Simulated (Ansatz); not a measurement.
Consider LiF in the rock salt structure (space group Fm-3m, No. 225; a = 4.008 Å). Axes: x, y, z lie along the cube axes.

The values are results of DFT with PBEsol, PAW potentials and a 420 eV plane-wave cutoff in Ansatz (an electronic-structure program), without spin-orbit coupling, not measurements.

For the base:

| Quantity | Value |
|---|---|
| Band gap | 9.05 eV |
| Electron mass | 0.88 mₑ (at Γ) |

One thing is altered: biaxial strain +2.00 %, plane normal [001], relaxed out of plane (Cartesian); in-plane vectors clamped, the third vector and the atoms free.

Problem. Estimate the effect on the band gap, electron mass, in-plane stress, energy relative to the base and out-of-plane strain.

Solution. The band gap drops by 0.26 eV (9.05 eV → 8.79 eV); the electron mass becomes 0.87 mₑ (at Γ) (base: 0.88 mₑ (at Γ)); the mean in-plane stress (compression positive) is -2.4 GPa; the energy grows by 2.5 meV/atom; the out-of-plane strain amounts to -1.37 %.

Masses are band curvatures over ±0.01 Å⁻¹ around the edge. Stability against distortions was not tested.
